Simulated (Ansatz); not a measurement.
Start from PbS in the rock salt structure (space group Fm-3m, No. 225; a = 5.903 Å). Axes: x, y, z lie along the cube axes.

Modification: biaxial strain +0.99 %, plane normal [110], relaxed out of plane (Cartesian); in-plane vectors clamped, the third vector and the atoms free.

Levels (all Ansatz, a quantum-chemistry and plane-wave program, PAW): PBEsol (420 eV, without spin-orbit coupling); r2SCAN (500 eV, no SOC); HSE06 (420 eV, no spin-orbit coupling).

One geometry, relaxed with PBEsol, under each level:

| level | band gap | lowest conduction level above the VBM at special points | pressure |
|---|---|---|---|
| PBEsol | 0.16 eV | R 0.16 eV; S 0.24 eV; W 2.04 eV; Σ₀ 3.11 eV | -0.71 GPa |
| r2SCAN | 0.51 eV | R 0.51 eV; S 0.60 eV; W 2.37 eV; Σ₀ 3.46 eV | 1.47 GPa |
| HSE06 | ___ | ___ | – |

Give the withheld HSE06 results.


- HSE06, band gap: 0.68 eV
- HSE06, lowest conduction level above the VBM at special points: R 0.68 eV; S 0.78 eV; W 2.66 eV; Γ 5.85 eV

A biaxial case was relaxed in a doubled cell and then solved in the primitive one. Single points use the geometry relaxed with PBEsol. Their cutoffs differ, which shifts pressures a little. HSE06 was sampled on its mesh, a few special points and the semilocal edge points, so its gap is an upper bound. With Pb present, leaving out spin-orbit coupling can change the band edges. Whether these cells are dynamically stable was not tested. The zero or small gap of PbS can change with the level of theory. Labels are those of the standard path for the cell's own space group.
